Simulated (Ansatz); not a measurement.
# Hypothetical R-3 C, pressure series

The parent structure is C (space group R-3, No. 148; a hypothetical phase, not in the database extracts checked).

```yaml
crystal:
  lattice:
    - [3.15898, 1.82384, 1.28200]
    - [-3.15898, 1.82384, 1.28200]
    - [0.00000, -3.64768, 1.28200]
  atoms:
    - { symbol: C, position: [0.00006, 0.69129, 0.50024] }
    - { symbol: C, position: [0.99994, 0.30871, 0.49976] }
    - { symbol: C, position: [0.50024, 0.00006, 0.69129] }
    - { symbol: C, position: [0.49976, 0.99994, 0.30871] }
    - { symbol: C, position: [0.69129, 0.50024, 0.00006] }
    - { symbol: C, position: [0.30871, 0.49976, 0.99994] }
    - { symbol: C, position: [0.70011, 0.70011, 0.70011] }
    - { symbol: C, position: [0.29989, 0.29989, 0.29989] }
```

Cell and atoms are relaxed at each pressure.

Computed with DFT with PBEsol, PAW potentials and a 420 eV plane-wave cutoff in Ansatz (a program for electronic structure), no SOC.

Notes on the quantities. enthalpy: H = E + PV relative to the base's energy.

```
variant           width of the top valence band       enthalpy  volume per atom
----------------  -----------------------------  -------------  ---------------
base                                    3.24 eV              –          5.54 Å³
pressure −2 GPa                         3.20 eV  -0.07 eV/atom          5.57 Å³
pressure −1 GPa                         3.22 eV  -0.03 eV/atom          5.55 Å³
pressure 0.3 GPa                        3.24 eV  +0.01 eV/atom          5.54 Å³
pressure 0.7 GPa                        3.25 eV  +0.02 eV/atom          5.53 Å³
pressure 1.5 GPa                        3.26 eV  +0.05 eV/atom          5.52 Å³
pressure 3 GPa                                ?  +0.10 eV/atom          5.50 Å³
pressure 5 GPa                                ?  +0.17 eV/atom          5.47 Å³
pressure 7.5 GPa                        3.35 eV  +0.26 eV/atom          5.44 Å³
pressure 10 GPa                         3.39 eV  +0.34 eV/atom          5.40 Å³
```

Q: Complete the table.

A: 
- pressure 3 GPa, width of the top valence band: 3.28 eV
- pressure 5 GPa, width of the top valence band: 3.31 eV

The levels and masses belong to the bands next to the band gap. Load acts through the strain it causes; cell and atoms are relaxed under it. Stability against distortions was not tested. Competing high-pressure phases were not computed.
